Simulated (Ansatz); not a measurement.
Consider interstitial Hf in monoclinic HfO2, charge state +4. The step: a concerted move, in which Hf travels most; the atom moves 1.46 Å along (0.26, -0.08, 0.11) of the unit cell; the moving atom starts with neighbours O at 1.99, O at 2.01, 2 O at 2.09, O at 2.16, O at 2.27, O at 2.47 Å and ends with O at 1.99, O at 2.01, 2 O at 2.09, O at 2.16, O at 2.27, O at 2.47 Å. DFT values are from Ansatz (plane-wave PAW, 420 eV unless said) in a cell of 96 host sites, spin-restricted, static, with no finite-size correction. The charge state is imposed; whether it is stable for some Fermi level was not computed. Sites that were not tried may lie lower. For the PBE band: the saddle point's order was not checked, and it lies on a symmetry element of the cell, where a band can be held.

| Level | Forward barrier (eV) | Cost of the band or of the saddle's single point |
|---|---|---|
| CHGNet universal potential (has no charge state), its own band | 0.29 | - |
| PBE, the Γ point alone, band relaxed | 0.54 | very roughly 40 core-minutes |
| PBE, a 2×2×2 k-point mesh shifted by half a step, same geometries | 0.57 | roughly 9 core-minutes |
| r2SCAN at 500 eV, the Γ point alone, same geometries | 0.62 | around 2.2 core-minutes (rough) |

Ansatz is an electronic-structure program.
